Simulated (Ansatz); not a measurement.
Ansatz (a first-principles code) run on KTlO₂ (R3m, 4 atoms in the cell): relaxation of the atoms.

Computed with LDA (PW92), default PAW files made with PBE (plane waves; Ansatz).

The change in words: one atom moved by 0.15 angstrom; relax: default → atoms; relax.f_tol: default → 0.001 eV/Å. Reference geometry:
```
KTlO2
1.0
    1.71813     0.99196     6.07173
   -1.71813     0.99196     6.07173
    0.00000    -1.98392     6.07173
K Tl O
1 1 2
Direct
  0.50000   0.50000   0.50000
  0.00000   0.00000   0.00000
  0.73208   0.73208   0.73208
  0.26792   0.26792   0.26792
```

Reference input (self-consistent single point, DFT, LDA (PW92), plane waves, default PAW files made with PBE): basis.ecutwfc = 30.9 Ry; kpoints.mp_grid.grid = 8 8 8; hamiltonian.xc = lda; hamiltonian.pseudopotentials = {kind: paw} (the program's default PAW files); scf.occupations.method = fermi_dirac; scf.occupations.width = 0.0015 Ry. This run's input differs from it in these lines:

```diff
@@ -6,3 +6,3 @@
   atoms:
-    - { symbol: K, position: [0.50000000, 0.50000000, 0.50000000] }
+    - { symbol: K, position: [0.50823500, 0.50823500, 0.50823500] }
     - { symbol: Tl, position: [0.00000000, 0.00000000, 0.00000000] }
@@ -23,2 +23,4 @@
     width: 0.0015 Ry
+relax:
+  f_tol: 0.001
 output:
```

Output, abridged:

```
   [... SCF lines of the steps left out ...]
relax step   1: F+E_penalty+E_count = -13752.78258975 eV  Δ(F+E_penalty+E_count) = +0.000e0 eV  max|allowed force component| = 5.792e-1 eV/Å  Δτ_max = 0.0000 Å  (9 SCF iters, dr2 threshold 1.00e-7 eV, accepted)
relax step   2: F+E_penalty+E_count = -13752.77344758 eV  Δ(F+E_penalty+E_count) = +9.142e-3 eV  max|allowed force component| = 1.056e0 eV/Å  Δτ_max = 0.1903 Å  (7 SCF iters, dr2 threshold 2.10e-5 eV, rejected (line search))
   [... lines left out ...]
relax step   5: F+E_penalty+E_count = -13752.82570495 eV  Δ(F+E_penalty+E_count) = -3.190e-4 eV  max|allowed force component| = 1.979e-3 eV/Å  Δτ_max = 0.0060 Å  (5 SCF iters, dr2 threshold 2.05e-7 eV, accepted)
relax step   6: F+E_penalty+E_count = -13752.82570496 eV  Δ(F+E_penalty+E_count) = -1.182e-8 eV  max|allowed force component| = 1.923e-3 eV/Å  Δτ_max = 0.0000 Å  (5 SCF iters, accepted)
relax step   7: F+E_penalty+E_count = -13752.82570526 eV  Δ(F+E_penalty+E_count) = -2.985e-7 eV  max|allowed force component| = 2.751e-5 eV/Å  Δτ_max = 0.0002 Å  (5 SCF iters, accepted)
the relaxation is at rest under the 6 symmetry operations that the run kept from its start: a minimum is not shown …
Stability not checked: this state was not tested for a lower state beside it, because too few of the mixer's solves of this state at the end of the SCF gave a …
Free energy (F): -13752.825705 eV
Internal energy: -13752.825705 eV  (E = F + TS)
E sigma→0 (E₀):  -13752.825705 eV
Fermi energy:    7.813284 eV
--- Forces (eV/Å), atoms counted from 1 ---
  atom   1  K      0.00000000     0.00000000    -0.00001019
  atom   2  Tl     0.00000000     0.00000000    -0.00000542
   [... lines left out ...]
  atoms:
    - { symbol: K, position: [0.5020588810906128, 0.5020588810906128, 0.5020588810906128] }
    - { symbol: Tl, position: [0.0020587573898794083, 0.0020587573898794083, 0.0020587573898794083] }
    - { symbol: O, position: [0.7340868340226695, 0.7340868340226695, 0.7340868340226695] }
    - { symbol: O, position: [0.27003052749683837, 0.27003052749683837, 0.27003052749683837] }
```

The run converged. 

Summary of the result:
```
Item                                                      Result
------------------------------------------------  --------------
Free energy E − TS (on the zero of these files)   -13752.8257 eV
Top of the valence band (on the code's own zero)         7.33 eV
Gap on the k-point mesh                                  0.92 eV
Pressure                                               -3.24 GPa
Relaxation steps                                               7
```

The starting cell comes from a database of computed structures (which also holds hypothetical and non-ambient phases and stackings), without a prior relaxation at this level. Its lattice was rescaled by up to half a per cent. For this run, on top of that: one atom moved by 0.15 angstrom. Spin-orbit coupling is off. The relaxation keeps the symmetry of its start, so its end need not be a minimum. Ansatz's pressure includes its estimate of the finite-basis (Pulay) stress. Without the estimate this run gives -3.78 GPa.

Cost on one core of a shared machine: roughly 50 s.

Keys are those of Ansatz 0.2.
